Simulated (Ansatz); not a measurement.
Levels about the gap of amorphous In$_{24}$O$_{37}$Ba (62 atoms in a cell of 891 Å³, 6.49 g/cm³; zone centre alone, so wide bands show as single levels with stretches between that a denser mesh fills), at the geometry that PBE relaxed, where it gives -1.2 GPa on a denser mesh. The participation number counts the atoms over which a state spreads; weights are charges in smoothed Voronoi cells. The levels come from a single point, so bond lengths are those of that geometry. Method of the levels: r2SCAN, scalar-relativistic without spin-orbit coupling (Ansatz, an electronic-structure program). Sampling: the zone centre alone; Fermi-Dirac width 0.02 eV; no spin polarisation. At PBE the levels at the filled edge of the gap are localised (band-tail or defect states).

The cell was made by melting and quenching with the CHGNet potential and then relaxed with DFT. O atoms were pushed apart under 1.9 Å during the dynamics, to hinder bonds among them. The hot cell started wider than the set density and was brought back towards it in steps. It is the lowest in DFT energy of 2 quenches. It is a model cell: composition and starting density were chosen by hand, and all elements were melted together. No dispersion term was used. Its density started from a set value of 6.49 and ended at 6.49 g/cm³. Cooling (nominally 280 K/ps over its main leg) ran many orders faster than in experiment, which tends to leave more defects and strain. A cell of this size samples the disorder only roughly. The volume was held where the preparation left it and the shape relaxed, at a PBE pressure of -1.2 GPa (tension). Stress components on the final sampling reach 1.3 GPa. On a 2×2×2 Γ-centred mesh force components of up to 0.13 eV/Å stay, since the relaxation ran on the zone centre alone.

```
E - E(highest filled), eV  filling  participation number        largest on  weight O  weight In  weight Ba
-------------------------  -------  --------------------  ----------------  --------  ---------  ---------
-0.25                       filled                  12.7   O, 4 neighbours      0.94       0.06       0.01
-0.22                       filled                  17.2   O, 4 neighbours      0.94       0.06       0.00
-0.16                       filled                  14.9   O, 4 neighbours      0.94       0.06       0.00
-0.12                       filled                  12.5   O, 4 neighbours      0.95       0.05       0.01
-0.10                       filled                  17.6   O, 3 neighbours      0.95       0.05       0.00
-0.02                       filled                   8.1   O, 3 neighbours      0.95       0.05       0.00
0.00                        filled                  10.7   O, 3 neighbours      0.95       0.05       0.00
1.00                         empty                  58.5  In, 4 neighbours      0.53       0.46       0.01
3.88                         empty                  22.9  In, 4 neighbours      0.60       0.40       0.00
4.05                         empty                  36.6  In, 5 neighbours      0.60       0.39       0.00
4.21                         empty                  46.0  In, 6 neighbours      0.61       0.39       0.00
4.23                         empty                  42.5  In, 5 neighbours      0.61       0.38       0.01
4.40                         empty                  39.8  In, 6 neighbours      0.61       0.39       0.00
4.52                         empty                  40.0  In, 6 neighbours      0.60       0.39       0.01
```

Most localised among these is the filled level at -0.02 eV, on a O atom, which has 3 neighbours (In 2.10 Å, In 2.14 Å, In 2.18 Å).
